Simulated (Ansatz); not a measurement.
**CuAu, pressure series**

Consider CuAu (space group P4/mmm, No. 123; a = 2.823 Å, c = 3.569 Å).

Cell and atoms are relaxed at each pressure.

Level of theory: Ansatz (an electronic-structure program), PBEsol, PAW, cutoff 420 eV, no SOC.

Notes on the quantities. enthalpy: H = E + PV relative to the base's energy.

```json
[
 {"variant": "base", "volume per atom": "14.22 Å³", "enthalpy": "–"},
 {"variant": "pressure −2 GPa", "volume per atom": "(withheld)", "enthalpy": "-0.18 eV/atom"},
 {"variant": "pressure −1 GPa", "volume per atom": "14.30 Å³", "enthalpy": "-0.09 eV/atom"},
 {"variant": "pressure 0.9 GPa", "volume per atom": "14.14 Å³", "enthalpy": "+0.08 eV/atom"},
 {"variant": "pressure 2.1 GPa", "volume per atom": "(withheld)", "enthalpy": "+0.19 eV/atom"},
 {"variant": "pressure 4.5 GPa", "volume per atom": "13.87 Å³", "enthalpy": "+0.39 eV/atom"},
 {"variant": "pressure 9 GPa", "volume per atom": "13.57 Å³", "enthalpy": "+0.78 eV/atom"},
 {"variant": "pressure 15 GPa", "volume per atom": "13.22 Å³", "enthalpy": "+1.28 eV/atom"},
 {"variant": "pressure 22.5 GPa", "volume per atom": "12.85 Å³", "enthalpy": "+1.89 eV/atom"},
 {"variant": "pressure 30 GPa", "volume per atom": "12.54 Å³", "enthalpy": "+2.49 eV/atom"}
]
```

### Question
Some entries are withheld; estimate them.

### Answer

- pressure −2 GPa, volume per atom: 14.39 Å³
- pressure 2.1 GPa, volume per atom: 14.05 Å³

Load acts through the strain it causes; cell and atoms are relaxed under it. Whether these cells are dynamically stable was not tested. No other phases were tried under pressure. The final runs are not spin-polarised.
